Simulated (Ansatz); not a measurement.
The parent structure is SiC (space group P6_3mc, No. 186; a = 3.094 Å, c = 10.129 Å).

(Cell as relaxed with PBE.)

Levels (all Ansatz, a program for electronic structure, PAW, earlier PAW set): PBE (420 eV, spin-orbit coupling left out); PBEsol (420 eV, no SOC).

Each level relaxes its own structure.

| base | PBE | PBEsol |
|---|---|---|
| volume per atom | 10.50 Å³ | 10.33 Å³ |
| lattice parameter a | 3.094 Å | 3.078 Å |
| band gap | 2.22 eV | 2.12 eV |

One thing is altered: a hydrostatic pressure of 18 GPa.

| quantity | PBE | PBEsol |
|---|---|---|
| smallest direct gap | 3.37 eV | 3.28 eV |
| band gap | 2.24 eV | 2.13 eV |
| shortest interatomic distance | 1.848 Å | 1.840 Å |

PBE's smallest direct gap lies 0.100 eV above PBEsol's; PBE's band gap lies 0.11 eV above PBEsol's; PBE's shortest interatomic distance lies 0.008 Å above PBEsol's (0.4 %). Neither level is exact; PBEsol is the comparison here, not a measurement.

Load acts through the strain it causes; cell and atoms are relaxed under it. Whether these cells are dynamically stable was not tested. Competing high-pressure phases were not computed.
